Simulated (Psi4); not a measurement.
Psi4 1.11, PBE0/def2-tzvp: Ta(O)(Cl)2(NH2) ([NH2][Ta](=[O])([Cl])[Cl]), 7 atoms. The geometry is a generated start, not checked to be a minimum at this level.

| Quantity | Value |
|---|---|
| task | energy |
| method | pbe0 |
| basis | def2-tzvp |
| memory | 3 GB |
| maxiter | 100 |
| keys of the molecule block | symmetry c1 |
| scf_type | df (default) |
| e_convergence | 1e-06 (default) |
| d_convergence | 1e-06 (default) |
| dft_radial_points | 75 (default) |
| dft_spherical_points | 302 (default) |
| effective core potentials | those of the basis set, past Kr |
| basis functions | 188 |
| grid points | 151373 |

```xyz
7

Ta     0.3876     0.5445    -0.0781
O      1.9070     0.0411    -0.6727
Cl     0.6858     1.7921     1.7346
Cl    -0.4637     2.0308    -1.4979
N     -0.6432    -1.1165     0.1286
H     -0.3035    -2.0362    -0.1367
H     -1.5701    -1.2559     0.5222
```

Charge 0 and multiplicity 1 are set for this test and not shown to be the ground state.

With the defaults (diis = true, scf_initial_accelerator = adiis, damping_percentage = 0, level_shift = 0, level_shift_cutoff = 0.01, guess = auto, which took SAD, diis_start = 1, diis_max_vecs = 10) it converges in 10 SCF iterations. One run each on 2 threads, with these changes:
- damping_percentage = 20
- diis_max_vecs = 3
- level_shift = 0.1, level_shift_cutoff = 0.001
- guess = sapgau
- guess = modhuckel
- diis_max_vecs = 6
- guess = sadno
- diis = false, scf_initial_accelerator = none, damping_percentage = 60
- diis_start = 4

Problem. Which of these changes keep the SCF from converging, or lead it to another solution?

Solution. No convergence: diis = false, scf_initial_accelerator = none, damping_percentage = 60 (the run ends without SCF convergence in 100 iterations). The rest reach the solution of the defaults.

```csv
setting,SCF iterations,end
the defaults,10,same solution
"level_shift = 0.1, level_shift_cutoff = 0.001",10,same solution
diis_max_vecs = 6,11,same solution
guess = modhuckel,13,same solution
guess = sadno,13,same solution
guess = sapgau,14,same solution
diis_start = 4,18,same solution
damping_percentage = 20,21,same solution
diis_max_vecs = 3,22,same solution
"diis = false, scf_initial_accelerator = none, damping_percentage = 60",100,no convergence
```

1 further run of the study ended by our limits or in an error and is left out.
